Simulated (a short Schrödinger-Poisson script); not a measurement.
Structure: gated In0.52Al0.48As/In0.53Ga0.47As δ-doped gas in a quantum well, at 300 K.

```tsv
layer	material	thickness (nm)	Na (cm⁻³)
1	In0.52Al0.48As	15	-
2	In0.52Al0.48As	5	-
3	In0.53Ga0.47As	20	-
4	In0.52Al0.48As	4000	1e15
```

Constants are typed, rounded textbook-type inputs, not results; the design itself was drawn at random and stands for no fabricated device. In0.52Al0.48As: permittivity 12.5, conduction-band edge (eV) 0.52, gap (eV) 1.45, electron mass (mₑ) 0.075, Nv at 300 K (cm⁻³) 1.1e19. In0.53Ga0.47As: permittivity 13.9, conduction-band edge (eV) 0, gap (eV) 0.74, Nv at 300 K (cm⁻³) 7.7e18.

Channel valleys (confinement mass, in-plane density-of-states mass, number): Γ 0.041, 0.041, 1. At the gate the conduction-band edge of layer 1 lies 0.65 eV − eVg above the Fermi level of the channel; the field vanishes at the back. Sheet of ionised δ-doping: +4.5e12 e/cm² at 15 nm from the gate. The barrier under the gate holds no holes. Gaps are held at their typed values at every temperature. Mesh 0.08 nm at interfaces.

Solved with a short Schrödinger-Poisson script written for these runs: 1D Poisson equation in equilibrium, electrons quantum, Hartree (BenDaniel-Duke, 40 states a valley, the channel's in-plane mass for all, wave functions free to enter the barrier), parabolic valleys, classical holes, full ionisation, no traps, pinning or gate leakage.

The same stack at other levels of the model or other numerical settings:

```tsv
run	sheet density of all electrons at Vg = 0.4 V (cm⁻²)	sheet density of all electrons at Vg = -0.6 V (cm⁻²)	capacitance at Vg = 0.4 V (μF/cm²)	centroid of the channel electrons at Vg = 0.4 V (nm)	rough cost against the base
base	3.19e12	4.98e11	0.504	5.83	about 1
electrons treated as classical, Boltzmann	…	5.97e11	0.531	2.48	0.02
electrons treated as classical, Fermi-Dirac	3.25e12	5.44e11	0.532	…	0.10
electrons treated as quantum, Hartree plus LDA exchange-correlation	3.23e12	…	0.503	5.72	2
mesh six times as coarse	3.19e12	4.97e11	0.504	5.79	0.3
one subband a valley	3.04e12	4.80e11	0.430	4.56	0.5
```

### Question
Some entries are withheld; supply them.

### Answer

- electrons treated as classical, Fermi-Dirac, centroid of the channel electrons at Vg = 0.4 V (nm): 5.57
- electrons treated as quantum, Hartree plus LDA exchange-correlation, sheet density of all electrons at Vg = -0.6 V (cm⁻²): 5.17e11
- electrons treated as classical, Boltzmann, sheet density of all electrons at Vg = 0.4 V (cm⁻²): 3.74e12

The classical rows ignore confinement, and Boltzmann statistics overrate the density once the band edge passes the Fermi level.

Above a few 1e12 electrons/cm² a light Γ valley is non-parabolic and upper valleys begin to fill, which the model leaves out.
